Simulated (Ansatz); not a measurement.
A 16-atom cell of (Au,Pd) started in the face-centred cubic structure, site fractions Au 0.500, Pd 0.500, short-range order -0.08 among the nearest mixed sites of the first mixed sublattice (0 is random, a negative value favours unlike neighbours), space group P1 at the end. The mixed sublattice has 16 sites.

The mixing enthalpy is taken against the end members in the face-centred cubic type, relaxed in the same cell and mesh.

Method: PBE (plane waves to 420 eV, PAW; Ansatz, a program for electronic structure). Scalar-relativistic, without spin–orbit coupling. Its k-point mesh 6×6×6, Fermi–Dirac width 0.05 eV.

```json
[
 {"cell": "Au", "energy at zero smearing (eV)": "-210389.233"},
 {"cell": "Pd", "energy at zero smearing (eV)": "-111565.587"},
 {"cell": "AuPd", "energy at zero smearing (eV)": "-160978.590"}
]
```

Q: Work out the mixing enthalpy per mixed site and the interaction parameter Ω of a regular solution.

A: With x = 8/16 of the second end member, ΔH = [-160978.590 − 8/16 × (-210389.233) − 8/16 × (-111565.587)] / 16 = -73.7 meV against the separate end members. Ω = ΔH / x(1 − x) = -295 meV.
